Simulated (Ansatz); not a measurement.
Take MoTe₂ in the 2H-MoS2 type structure (space group P6_3/mmc, No. 194; a = 3.542 Å, c = 14.182 Å; layered, stacked along the Cartesian z axis) as the base. Axes: x lies along a and z along c of the hexagonal cell.

Computed with plane-wave PAW DFT at the r2SCAN+rVV10 level (Ansatz, a quantum-chemistry and plane-wave program, 500 eV), without spin-orbit coupling.

Base values:

- Band gap = 0.87 eV
- Shortest interatomic distance = 2.721 Å

The change: the symmetric strain tensor [-0.0197 -0.0023 -0.0173; -0.0023 -0.0127 0.0044; -0.0173 0.0044 0.0041]; the atoms relax in the strained cell.

What does the calculation give for the band gap, shortest interatomic distance, stress and largest internal atomic displacement after the change?

The band gap grows by 0.07 eV, from 0.87 eV to 0.94 eV; the shortest interatomic distance drops by 0.017 Å to 2.704 Å; the stress (xx, yy, zz, yz, xz, xy; compression positive) comes out as (3.14, 2.40, 0.38, -0.17, 0.62, 0.26) GPa; the largest internal atomic displacement amounts to 0.077 Å.

With Te present, leaving out spin-orbit coupling can change the band edges. Gaps are read on the SCF mesh and a high-symmetry path. Stability against distortions was not tested.
